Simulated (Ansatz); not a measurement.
**A computed series for Mo: thickness series**

Base system: Mo in the bcc (W type) structure (space group Im-3m, No. 229; a = 3.1296 Å). Axes: x, y, z lie along the cube axes.

Free-standing slabs (1 atom(s) a layer) normal to [110] with 15 Å of vacuum; in-plane cell held at bulk.

The values are results of Kohn–Sham DFT with the PBEsol functional, run in Ansatz (a program for electronic structure) with PAW and 420 eV plane waves, no spin-orbit coupling, not measurements.

Notes on the quantities. excess energy per area of both faces: slab less bulk energy over the cell's area: twice a surface energy; uncertain by up to 0.2 J/m²; layer's space group: with vacuum.

```tsv
change	excess energy per area of both faces	layer's space group	thickness between the outermost nuclei	shortest interatomic distance
base	–	–	–	2.710 Å
1 layer	–	Cmmm (No. 65)	–	2.710 Å
2 layers	6.03 J/m²	Cmme (No. 67)	2.00 Å	2.537 Å
3 layers	6.4 J/m²	Cmmm (No. 65)	4.26 Å	2.643 Å
4 layers	6.3 J/m²	Cmme (No. 67)	6.47 Å	2.636 Å
5 layers	6.2 J/m²	Cmmm (No. 65)	8.66 Å	2.624 Å
6 layers	6.2 J/m²	Cmme (No. 67)	10.88 Å	2.625 Å
7 layers	6.2 J/m²	Cmmm (No. 65)	13.08 Å	2.625 Å
```

The excess energy carries the mismatch between the slab's and the bulk's meshes. Stability against distortions was not tested. The final runs are not spin-polarised.
